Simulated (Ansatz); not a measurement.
SiO₂ (P4₁2₁2, No. 92) was calculated with PBE in Ansatz (plane waves, PAW).

Numerical settings: plane-wave cutoff 520 eV, 8×8×6 k mesh (along the axes of the cell as run), Fermi–Dirac smearing 0.01 eV, scalar-relativistic PAW data made under PBE.

On both sides of the equilibrium volume: at 15.008 Å³/atom the pressure is 0.31 GPa and the direct gap at Γ 5.541 eV; at 15.620 Å³/atom they are -0.31 GPa and 5.482 eV. The fitted bulk modulus is 15.6 GPa.

### Question
Work out the volume deformation potential of this gap and its pressure coefficient, in two ways.

### Answer
a_V = dE_g/d ln V = (5.482 − 5.541)/ln(15.620/15.008) = -1.48 eV. Since dP = −B d ln V, dE_g/dP = −a_V/B = 95 meV/GPa. Straight from the pressures: (5.541 − 5.482)/(0.31 − (-0.31)) = 95 meV/GPa. At this level and over this range the gap at Γ widens under pressure.

Note: the volume lies 7 % above that of the published cell.

Ansatz is a quantum-chemistry and plane-wave program.
